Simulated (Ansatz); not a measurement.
Take GaP in the zinc blende structure (space group F-43m, No. 216; a = 5.4513 Å) as the base. Axes: x, y, z lie along the cube axes.

Computed with Ansatz (an electronic-structure program) r2SCAN, no spin-orbit coupling.

Strains are applied to the cell and any free atomic positions relax; under biaxial strain the out-of-plane vector relaxes too.

One change was made to it. Results:

```json
[
 {"quantity": "valence-band top at Γ (three highest levels, from the VBM)", "base": "0.00, 0.00, 0.00 eV", "after": "0.00, -0.16, -0.16 eV"},
 {"quantity": "hole mass", "base": "–", "after": "0.12 mₑ out of plane, 0.36 mₑ in plane (at Γ)"},
 {"quantity": "band gap", "base": "1.85 eV", "after": "1.60 eV"}
]
```

Problem. What was done to the base?
(A) biaxial strain +3.00 %, plane normal [001], relaxed out of plane
(B) biaxial strain +0.50 %, plane normal [001], relaxed out of plane
(C) biaxial strain +1.00 %, plane normal [001], relaxed out of plane
(D) biaxial strain +1.50 %, plane normal [001], relaxed out of plane
(E) biaxial strain +2.50 %, plane normal [001], relaxed out of plane

Solution. D, biaxial strain +1.50 %, plane normal [001], relaxed out of plane. For comparison, the band gap in the other runs: biaxial strain +3.00 %, plane normal [001], relaxed out of plane gives 1.37 eV; biaxial strain +2.50 %, plane normal [001], relaxed out of plane gives 1.45 eV; biaxial strain +1.00 %, plane normal [001], relaxed out of plane gives 1.68 eV; biaxial strain +0.50 %, plane normal [001], relaxed out of plane gives 1.76 eV.

Masses are band curvatures over ±0.01 Å⁻¹ around the edge. Whether these cells are dynamically stable was not tested.
